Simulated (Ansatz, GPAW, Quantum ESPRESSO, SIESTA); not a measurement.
## Be (P6_3/mmc, 4 atoms in the cell) computed with different codes at matched settings

Relaxation of cell and atoms.

```
Be
1.0
    2.32154     0.00000     0.00000
   -1.16077     2.01052     0.00000
    0.00000     0.00000     7.46958
Be
4
Direct
  0.00000   0.00000   0.00000
  0.00000   0.00000   0.50000
  0.33333   0.66667   0.25000
  0.66667   0.33333   0.75000
```

Shared settings, as Ansatz (a first-principles code) writes them: kpoints.mp_grid.grid = 16 16 5; scf.occupations.method = gaussian; scf.occupations.width = 0.02 Ry. Potentials and cutoffs stand in the table.

| code | model | final volume (Å³/atom) | cutoff |
|---|---|---|---|
| Quantum ESPRESSO | PBE, GBRV 1.5 ultrasoft (PBE) pseudopotentials | 7.92 | 40 Ry |
| GPAW | PBE, GPAW PAW datasets PBE (gpaw-data 1.0.1) | 8.00 | 850 eV |
| SIESTA | GGA PBE, numerical atomic orbitals DZP, PseudoDojo PBE standard norm-conserving potentials (rewritten from UPF to PSML) | 7.97 | grid 400 Ry |
| Ansatz | PBE, PAW files | 7.90 | default |

The spread over the programs that give each value: final volume within 0.10 Å³/atom.

SIESTA uses small atom-centred bases, whose incompleteness enters pressures, forces and empty levels differently from a plane-wave cutoff. The programs treat the finite-basis stress differently while the cell relaxes: Ansatz adds an estimate of it.

The starting cell was generated: these elements placed on a structure prototype, without a prior relaxation; it need not be a known phase or ordering of this composition. Its lattice was rescaled by a random factor within 2.5 % of one.

Keys are those of Ansatz 0.2.
